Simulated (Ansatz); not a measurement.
Partial pair distribution functions of a relaxed model of amorphous Si$_{30}$C$_{18}$N$_{16}$, broadened by 0.06 Å; density 2.70 g/cm³. The numbers are results of PBE, scalar-relativistic without spin-orbit coupling (plane waves to 420 eV, PAW; Ansatz, an electronic-structure program), not measurements. In the spin-polarised cell the level spacing at the Fermi energy can part levels of unlike spin.

It comes from a melt-quench run on a machine-learned potential (CHGNet), relaxed afterwards by DFT. N atoms were pushed apart under 1.9 Å during the dynamics, to hinder bonds among them. The hot cell started wider than the set density and was brought back towards it in steps. It is the lowest in DFT energy of 2 quenches. It is a model cell: composition and starting density were chosen by hand, and all elements were melted together. No dispersion term was used. Its density started from a set value of 2.55 and ended at 2.70 g/cm³. Cooling (nominally 200 K/ps over its main leg) ran many orders faster than in experiment, which tends to leave more defects and strain. One small periodic cell is one sample of the glass; other quenches scatter about these values. The volume was free in the relaxation, at fixed shape. Stress components on the final sampling reach 3.8 GPa. On a 2×2×2 Γ-centred mesh force components of up to 0.36 eV/Å stay, since the relaxation ran on the zone centre alone.

| r (Å) | g Si-C | g Si-N | g Si-Si | g C-C |
|---|---|---|---|---|
| 1.15 | 0.00 | 0.00 | 0.00 | 0.00 |
| 1.25 | 0.00 | 0.00 | 0.00 | 0.34 |
| 1.35 | 0.00 | 0.00 | 0.00 | 3.38 |
| 1.45 | 0.00 | 0.00 | 0.00 | 4.26 |
| 1.55 | 0.01 | 0.07 | 0.00 | 1.43 |
| 1.65 | 0.32 | 2.29 | 0.00 | 0.10 |
| 1.75 | 2.44 | 8.76 | 0.00 | 0.00 |
| 1.85 | 7.65 | 5.70 | 0.00 | 0.00 |
| 1.95 | 5.25 | 2.00 | 0.00 | 0.00 |
| 2.05 | 0.96 | 0.78 | 0.00 | 0.00 |
| 2.15 | 0.14 | 0.09 | 0.02 | 0.00 |
| 2.25 | 0.01 | 0.00 | 0.27 | 0.00 |
| 2.35 | 0.04 | 0.04 | 0.64 | 0.00 |
| 2.45 | 0.26 | 0.15 | 0.55 | 0.00 |
| 2.55 | 0.56 | 0.19 | 0.73 | 0.00 |
| 2.65 | 0.87 | 0.51 | 0.87 | 0.06 |
| 2.75 | 0.76 | 0.32 | 1.17 | 0.54 |
| 2.85 | 0.56 | 0.37 | 1.48 | 1.86 |
| 2.95 | 0.67 | 0.16 | 1.97 | 2.16 |
| 3.05 | 0.95 | 0.11 | 2.79 | 2.23 |
| 3.15 | 0.66 | 0.78 | 2.84 | 1.87 |
| 3.25 | 0.60 | 1.37 | 2.19 | 1.69 |
| 3.35 | 1.14 | 1.14 | 1.60 | 1.00 |
| 3.45 | 0.95 | 1.24 | 0.68 | 0.79 |
| 3.55 | 1.16 | 1.33 | 0.37 | 0.53 |
| 3.65 | 1.30 | 0.80 | 0.47 | 0.38 |
| 3.75 | 1.20 | 0.80 | 0.58 | 0.90 |
| 3.85 | 0.97 | 1.22 | 0.66 | 1.10 |
| 3.95 | 0.96 | 1.30 | 0.93 | 0.67 |
| 4.05 | 0.91 | 1.47 | 0.77 | 0.93 |
| 4.15 | 1.00 | 1.29 | 0.72 | 1.12 |
| 4.25 | 1.16 | 1.26 | 0.73 | 1.16 |
| 4.35 | 1.12 | 1.31 | 0.75 | 1.13 |
| 4.45 | 1.37 | 1.31 | 0.76 | 1.22 |
| 4.55 | 1.44 | 1.19 | 0.76 | 0.66 |

Within 2.19 Å each Si has 1.70 C neighbours on average.
